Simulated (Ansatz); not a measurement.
Base system: Nb$_{2}$C (space group Pnma, No. 62; a = 10.868 Å, b = 3.074 Å, c = 4.947 Å; a cell from a computed database, its experimental status unchecked).

Method: PBEsol (Ansatz, a first-principles code; PAW; 420 eV plane waves; no SOC).

Before the change:

The volume per atom is 13.77 Å³.

The change: a negative pressure, −2 GPa.

**Question.** Estimate the effect on the volume per atom.

**Answer.** The volume per atom increases by 0.12 Å³ to 13.89 Å³.

Load acts through the strain it causes; cell and atoms are relaxed under it. No phonon test of stability was made. All final runs are without spin polarisation.
